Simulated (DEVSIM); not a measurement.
Structure: illuminated Si n-on-p cell, one wavelength, at 300 K.

Layer 1 from the left is Si, thickness (μm) 0.150, Nd (cm⁻³) 2.1e18, τn (s) 1.2e-7, τp (s) 1.7e-7, absorption coefficient (cm⁻¹) 130. Layer 2 from the left is Si, thickness (μm) 24.0, Na (cm⁻³) 4e16, τn (s) 2.2e-7, τp (s) 2.2e-7, absorption coefficient (cm⁻¹) 130.

Left contact: ohmic, minority hole recombination velocity 50000 cm/s. Right contact: ohmic, minority electron recombination velocity 50000 cm/s. Voltage is applied to the left contact. Recombination: SRH at mid-gap, radiative, Auger. Light enters at the left, 4.2e16 photons cm⁻² s⁻¹, one pass, no reflection. Mobility is μmin + (μ − μmin)/(1 + (N/Nref)^α).

Constants are typed, rounded textbook-type inputs, not results; the design itself was drawn at random and stands for no fabricated device. Values at 300 K.

Si: gap (eV) 1.124, affinity (eV) 4.05, permittivity 11.7, Nc (cm⁻³) 2.86e19, Nv (cm⁻³) 3.1e19, μn (cm²/Vs) 1417, μp (cm²/Vs) 470, μn,min 52, μp,min 45, Nref,n 9.7e16, Nref,p 2.2e17, αn 0.68, αp 0.72, B (cm³/s) 4.7e-15, Cn (cm⁶/s) 2.8e-31, Cp (cm⁶/s) 9.9e-32.

DEVSIM, 1D drift-diffusion, Boltzmann statistics, complete ionisation; no tunnelling, impact ionisation, image-force lowering or self-heating.

Problem. What does the simulation give for the share of generated pairs collected at short circuit, the open-circuit voltage, the dark forward voltage at 100 A/cm²?

Solution. share of generated pairs collected at short circuit 0.550; open-circuit voltage 0.486 V; dark forward voltage at 100 A/cm² 0.812 V.
